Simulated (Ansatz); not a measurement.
We consider zinc-blende BeS, described by r²SCAN (plane waves, PAW; Ansatz, a quantum-chemistry and plane-wave program).

Run with plane-wave cutoff 560 eV, 12×12×12 k mesh, Fermi–Dirac smearing 0.01 eV, scalar-relativistic PAW data made under PBE.

The cell is scaled about its equilibrium volume:

| V (Å³/atom) | P (GPa) | direct gap at Γ (eV) | smallest gap on the k mesh (eV) |
|---|---|---|---|
| 13.559 | 6.78 | 6.189 | 3.444 |
| 13.848 | 4.30 | 6.207 | 3.496 |
| 14.136 | 2.05 | 6.222 | 3.544 |
| 14.425 | 0.00 | 6.234 | 3.589 |
| 14.713 | -1.86 | 6.245 | 3.632 |
| 15.002 | -3.55 | 6.234 | 3.671 |
| 15.290 | -5.09 | 6.068 | 3.709 |

The fundamental gap (3.59 eV at the equilibrium volume, with added k points) lies elsewhere than Γ–Γ.
